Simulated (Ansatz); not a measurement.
# SiH2 on the (111) surface of germanium (H on every top atom; a constructed slab, bottom: 1 H on 1 bottom sites), one in a cell of 57 Å², started at the site 'top H'

Method: r2SCAN, at the PBE geometry (plane waves to 500 eV, PAW; Ansatz, a first-principles code).

Model: 43-atom slab, 13.8 Å thick at the start with caps and adatoms under the adsorbate (thin: gaps and levels are the slab's own), 3x3x1 mesh, Fermi-Dirac 0.01 eV, dipole correction, single point; on the structure that PBE left under its start's symmetry; no spin, no spin-orbit, no U, no dispersion correction. At the end it is bonded to Ge. In PBE it is, or lies within 0.03 eV of, the lowest of the starts that converged; the order may differ at this level.

- energy of the end state, in which the adsorbate took H from the surface, giving H3Si, against SiH4(g) − H2(g) at the same level: -0.18 eV
- gap of the slab on its k-mesh: 0.50 eV
- highest filled level below the top vacuum level: 4.50 eV
- change of the step from the bottom to the top vacuum level, against the clean slab: -0.042 eV
- height of the binding atom over the mean of the host atoms within 0.3 Å of the top one: 0.901 Å
- cost: roughly 9 core-minutes

A negative adsorption energy means that the adsorbate is more stable on the surface than in its reference.
